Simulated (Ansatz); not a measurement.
Data:

```yaml
crystal:
  lattice:
    - [3.01938, 0.00000, 0.00000]
    - [-1.50969, 2.61486, 0.00000]
    - [0.00000, 0.00000, 11.02495]
  atoms:
    - { symbol: W, position: [0.33333, 0.66667, 0.25000] }
    - { symbol: W, position: [0.66667, 0.33333, 0.75000] }
    - { symbol: S, position: [0.33333, 0.66667, 0.60638] }
    - { symbol: S, position: [0.66667, 0.33333, 0.10638] }
    - { symbol: S, position: [0.66667, 0.33333, 0.39362] }
    - { symbol: S, position: [0.33333, 0.66667, 0.89362] }
```

No spin polarisation.

Level of theory: plane-wave PAW DFT at the PBEsol-D3(BJ) level (Ansatz, a quantum-chemistry and plane-wave program, 420 eV), scalar-relativistic without spin-orbit coupling. Settings: 12×12×3 k-points, 0.05 eV Fermi–Dirac smearing.

**Question.** What gap character does the calculation give?

**Answer.** Indirect, Γ → K–Γ (44 % along).

**Question.** Predict the band gap.

**Answer.** 0.07 eV.

**Question.** What electron mass does the calculation give?

**Answer.** 0.29 mₑ along c, 0.38 mₑ across (off the special points).

With W present, leaving out spin-orbit coupling can change the band edges. Load acts through the strain it causes; cell and atoms are relaxed under it. Masses are band curvatures over ±0.01 Å⁻¹ around the edge. Whether these cells are dynamically stable was not tested. No other phases were tried under pressure. The cell was made from WS2 in the 2H-MoS2 type structure (space group P6_3/mmc, No. 194; layered, stacked along the Cartesian z axis) by this change: pressure 15 GPa. The zero or small gap of WS2 under pressure 15 GPa can change with the level of theory.
